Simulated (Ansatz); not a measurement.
# CsCl-type TiFe (model structure)

Calculation: r²SCAN (plane waves, PAW; Ansatz, a program for electronic structure).

Run with plane-wave cutoff 500 eV, 18×18×18 k mesh, Fermi–Dirac smearing 0.1 eV, no spin polarisation, scalar-relativistic PAW data made under PBE.

Cell (relaxed at this level):

```yaml
crystal:
  lattice:
    - [2.93787, 0.00000, 0.00000]
    - [0.00000, 2.93787, 0.00000]
    - [0.00000, 0.00000, 2.93787]
  atoms:
    - { symbol: Ti, position: [0.00000, 0.00000, 0.00000] }
    - { symbol: Fe, position: [0.50000, 0.50000, 0.50000] }
```

```json
{
 "band_gap": "zero (no gap)"
}
```

The computed numbers hold no vibrational or temperature effects.

A model structure was made by putting elements into a prototype or built by hand; here it ended with the formula and space group of a phase in our tables.
